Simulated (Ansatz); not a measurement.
Results of PBEsol+SOC (PAW; Ansatz, a first-principles code) for cubic perovskite BaLiF3.

Settings: plane-wave cutoff 520 eV, 8×8×8 k mesh, Fermi–Dirac smearing 0.01 eV, PAW data made under PBE.

Properties against volume:

```csv
V (Å³/atom),P (GPa),direct gap at Γ (eV)
11.662,5.60,6.632
11.910,3.51,6.612
12.159,1.65,6.590
12.407,0.00,6.566
12.655,-1.48,6.540
12.903,-2.80,6.514
13.151,-3.97,6.486
```

A straight line through the gaps at Γ against ln V gives a volume deformation potential dE_g(Γ)/d ln V of -1.2 eV: the gap at Γ widens under compression.

Note: the relaxation could not lower the start's symmetry, so the cell can be a saddle point above a distorted one.
